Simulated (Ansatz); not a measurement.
End structure of the (112) surface of tetragonal WSi2 in its 1x1 cell (cut with top plane W, bottom plane W), outermost plane spacing 0.65 Å in the ideal cut (one of several cuts of this face), with 1 W a cell over the bulk's ratio:

```xyz
16
Lattice="4.5485 0.0000 0.0000 0.0000 4.5667 0.0000 0.0000 0.0000 26.0000" Properties=species:S:1:pos:R:3 pbc="T T T"
W      1.1911     2.2834     8.2696
Si     0.1293     0.0000     8.6634
Si     3.4562     2.2834     9.2989
W      2.3136     0.0000    10.0595
Si     1.1743     2.2834    10.7186
Si     0.0305     0.0000    11.3170
W      3.4560     2.2834    12.0167
Si     2.3049     0.0000    12.6394
Si     1.1705     2.2834    13.3606
W      0.0193     0.0000    13.9833
Si     3.4448     2.2834    14.6830
Si     2.3010     0.0000    15.2814
W      1.1617     2.2834    15.9405
Si     0.0191     0.0000    16.7011
Si     3.3461     2.2834    17.3366
W      2.2842     0.0000    17.7304
```

Slab: 16 atoms, Si10W6, 9.9 Å thick at the start (thin: gaps and levels are the slab's own); k 8x8x1, smearing 0.1 eV, dipole-corrected; all atoms relaxed; held to the start's symmetry, so lower structures may exist; no spin, no spin-orbit, no U.

Problem. What is the computed work function of the top face (PBE (Ansatz, an electronic-structure program))?

Solution. 3.85 eV
